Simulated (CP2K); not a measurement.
Band structure of Ga3Hg (I4/mmm, 4 atoms in the cell).

```
CELL_PARAMETERS angstrom
      5.52881     0.00000     0.00000
      2.27300     5.03996     0.00000
     -3.90090    -2.51998     3.00006
ATOMIC_POSITIONS crystal
  Ga 0.75000 0.25000 0.50000
  Ga 0.25000 0.75000 0.50000
  Ga 0.50000 0.50000 0.00000
  Hg 0.00000 0.00000 0.00000
```

Computed with PBEsol, GPW, TZVP-MOLOPT-SR-GTH basis, GTH-PBE potentials (GTH_POTENTIALS) (CP2K).

Settings: CUTOFF = 600 Ry; REL_CUTOFF = 40 Ry; SMEAR/METHOD = FERMI_DIRAC; ELECTRONIC_TEMPERATURE = 1578.21 K; KPOINTS/SCHEME = MONKHORST-PACK 7 7 7; XC_FUNCTIONAL = PBE:PBESOL; Ga/BASIS_SET = TZVP-MOLOPT-SR-GTH; Ga/POTENTIAL = GTH-PBE-q13; Hg/BASIS_SET = TZVP-MOLOPT-SR-GTH; Hg/POTENTIAL = GTH-PBE-q12; METHOD = GPW; EPS_DEFAULT = 1e-10; EXTRAPOLATION = USE_GUESS; NGRIDS = 5.

The starting cell comes from a database of computed structures (which also holds hypothetical and non-ambient phases and stackings), without a prior relaxation at this level. Spin-orbit coupling is off. Values carry the incompleteness of an atom-centred basis. The potentials were made for another functional than the one used.

Levels in eV from the Fermi level, bands 23 to 28:
| point | 23 | 24 | 25 | 26 | 27 | 28 |
|---|---|---|---|---|---|---|
| Γ | -2.59 | -1.60 | -0.06 | 0.50 | 0.50 | 0.71 |
| X | -3.99 | -3.62 | -3.41 | -3.15 | 1.23 | 1.59 |
| Y | -5.17 | -4.80 | -1.81 | -1.20 | 1.40 | 1.69 |
| S | -6.26 | -1.45 | 0.16 | 1.10 | 2.23 | 3.38 |
| Z | -1.60 | -1.60 | -1.51 | -0.79 | 4.25 | 4.25 |
| S1 | -6.26 | -1.45 | 0.16 | 1.10 | 2.23 | 3.38 |
| N | -4.25 | -3.25 | 1.11 | 1.44 | 1.52 | 1.62 |
| P | -4.80 | -4.50 | -1.35 | -1.24 | -1.19 | -1.19 |
| Y1 | -5.17 | -4.80 | -1.81 | -1.20 | 1.40 | 1.69 |

Bands cross the Fermi level along this path, so the cell is metallic at this level.

Higher empty bands are left out: an atom-centred basis made for the valence describes them poorly.
